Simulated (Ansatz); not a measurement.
Start from HfN in the rock salt structure (space group Fm-3m, No. 225; a = 4.5016 Å). Axes: x, y, z lie along the cube axes.

Now apply this change: uniaxial strain ε_xx = −2.66 %, all other strain components held at zero, atoms relaxed at fixed cell.

Levels (all Ansatz, an electronic-structure program, PAW): PBEsol (420 eV, no spin-orbit coupling); PBEsol+SOC (420 eV, with spin-orbit coupling).

The geometry is relaxed with PBEsol.

```
Item              Result
---------------  -------
PBEsol pressure  8.6 GPa
```

What does PBEsol+SOC give at this geometry for the pressure?

The pressure decreases by 0.4 GPa, from 8.6 GPa to 8.2 GPa.

Single points use the geometry relaxed with PBEsol. Differences between runs with and without spin-orbit coupling are approximate. Whether these cells are dynamically stable was not tested. The runs without spin-orbit coupling are not spin-polarised. An odd electron count without spin: HfN.
